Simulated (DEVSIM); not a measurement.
Structure: illuminated InP p-on-n cell, one wavelength, at 350 K.

Layer 1 from the left is InP, thickness (μm) 0.120, Na (cm⁻³) 6.5e17, τn (s) 1.1e-11, τp (s) 3e-11, absorption coefficient (cm⁻¹) 13000. Layer 2 from the left is InP, thickness (μm) 2.80, Nd (cm⁻³) 1.4e17, τn (s) 5.2e-10, τp (s) 5.2e-10, absorption coefficient (cm⁻¹) 13000.

Left contact: ohmic, minority electron recombination velocity 5e5 cm/s. Right contact: ohmic, minority hole recombination velocity 3000 cm/s. Voltage is applied to the left contact. Recombination: SRH at mid-gap, radiative, Auger. Light enters at the left, 2.8e16 photons cm⁻² s⁻¹, one pass, no reflection. Mobility is μmin + (μ − μmin)/(1 + (N/Nref)^α).

Constants are typed, rounded textbook-type inputs, not results; the design itself was drawn at random and stands for no fabricated device. Values at 300 K; Nc and Nv go as T^1.5, mobilities as T to minus their exponent, the gap by Varshni's rule with the affinity fixed.

InP: gap (eV) 1.344, affinity (eV) 4.38, permittivity 12.5, Nc (cm⁻³) 5.7e17, Nv (cm⁻³) 1.1e19, μn (cm²/Vs) 5200, μp (cm²/Vs) 170, μn,min 400, μp,min 10, Nref,n 3e17, Nref,p 4.9e17, αn 0.47, αp 0.62, T exponent of μn 2, T exponent of μp 2, B (cm³/s) 1.2e-10, Cn (cm⁶/s) 9e-31, Cp (cm⁶/s) 9e-31, Varshni α (eV/K) 0.000363, Varshni β (K) 162.

DEVSIM, 1D drift-diffusion, Boltzmann statistics, complete ionisation; no tunnelling, impact ionisation, image-force lowering or self-heating.

Dark forward current:

```csv
|V| (V),|J| (A/cm²)
0.05,1.294e-7
0.10,4.087e-7
0.15,1.053e-6
0.20,2.567e-6
0.25,6.145e-6
0.30,1.463e-5
0.35,3.483e-5
0.40,8.312e-5
0.45,0.0001994
0.50,0.0004828
0.55,0.001186
0.60,0.002988
0.65,0.007854
0.70,0.02210
0.75,0.06859
0.80,0.2401
0.85,0.9478
0.90,4.121
0.95,19.11
1.00,91.20
1.05,421.9
1.10,1654
1.15,4728
```

### Question
Work out the local ideality factor n = ΔV / (kT/q · ln(J2/J1)) between the rows 0.15 and 0.20 V, 0.95 and 1.00 V, 1.10 and 1.15 V.

### Answer
kT/q = 30.16 mV. From 0.15 to 0.20 V: ln(2.567e-6/1.053e-6) = 0.891, n = 1.86, near the 2 of recombination in the depletion region. From 0.95 to 1.00 V: ln(91.20/19.11) = 1.563, n = 1.06, near the 1 of diffusion or emission over a barrier. From 1.10 to 1.15 V: ln(4728/1654) = 1.050, n = 1.58; the layers' resistance at their doping, Σ W/(qμN) = 7.2e-6 Ω cm², would take 22 mV of this step of 50 mV.

### Question
What current could the absorbed light give at most, and what share is collected?

### Answer
Σ αd = 3.80, so qΦ(1 − exp(−Σ αd)) = 4.39 mA/cm². The simulated short-circuit current is 2.142 mA/cm², a share of 0.49.

### Question
Estimate the open-circuit voltage by superposition: the voltage at which the dark current equals that short-circuit current.

### Answer
Interpolating ln J in the table gives 0.582 V. The simulation gives 0.580 V, the same within the digits that matter. Superposition holds where collection doesn't change with voltage.

### Question
Estimate the fill factor from FF0 = (v − ln(v + 0.72))/(v + 1), v = qVoc/(nkT), with n from the dark curve.

### Answer
The rows about Voc, 0.55 and 0.60 V, give n = 1.79, so v = 10.7 and FF0 = 0.707. The simulation gives 0.679; the estimate lies 4.1 % above.
